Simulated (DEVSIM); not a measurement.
Device: Si p+/n-/n+ power diode, at 250 K.

Layer 1 from the left is Si, thickness (μm) 3.50, Na (cm⁻³) 2.1e18, τn (s) 6.2e-7, τp (s) 6.2e-7. Layer 2 from the left is Si, thickness (μm) 24.0, Nd (cm⁻³) 1.1e14, τn (s) 6.2e-7, τp (s) 6.2e-7. Layer 3 from the left is Si, thickness (μm) 6.70, Nd (cm⁻³) 1e18, τn (s) 6.2e-7, τp (s) 6.2e-7.

Left contact: ohmic. Right contact: ohmic. Voltage is applied to the left contact. Recombination: SRH at mid-gap, Auger. Mobility is μmin + (μ − μmin)/(1 + (N/Nref)^α).

Constants are typed, rounded textbook-type inputs, not results; the design itself was drawn at random and stands for no fabricated device. Values at 300 K; Nc and Nv go as T^1.5, mobilities as T to minus their exponent, the gap by Varshni's rule with the affinity fixed.

Si: gap (eV) 1.124, affinity (eV) 4.05, permittivity 11.7, Nc (cm⁻³) 2.86e19, Nv (cm⁻³) 3.1e19, μn (cm²/Vs) 1417, μp (cm²/Vs) 470, μn,min 52, μp,min 45, Nref,n 9.7e16, Nref,p 2.2e17, αn 0.68, αp 0.72, T exponent of μn 2.3, T exponent of μp 2.2, Cn (cm⁶/s) 2.8e-31, Cp (cm⁶/s) 9.9e-32, Varshni α (eV/K) 0.000473, Varshni β (K) 636.

Model (solved in DEVSIM): 1D drift-diffusion, Boltzmann statistics, complete ionisation; no tunnelling, impact ionisation, image-force lowering or self-heating.

Question: What does the simulation give for the dark forward voltage at 1 A/cm², the dark forward voltage at 100 A/cm², the potential step across the device at zero bias?

Answer: dark forward voltage at 1 A/cm² 0.756 V; dark forward voltage at 100 A/cm² 0.925 V; potential step across the device at zero bias 1.018 V.
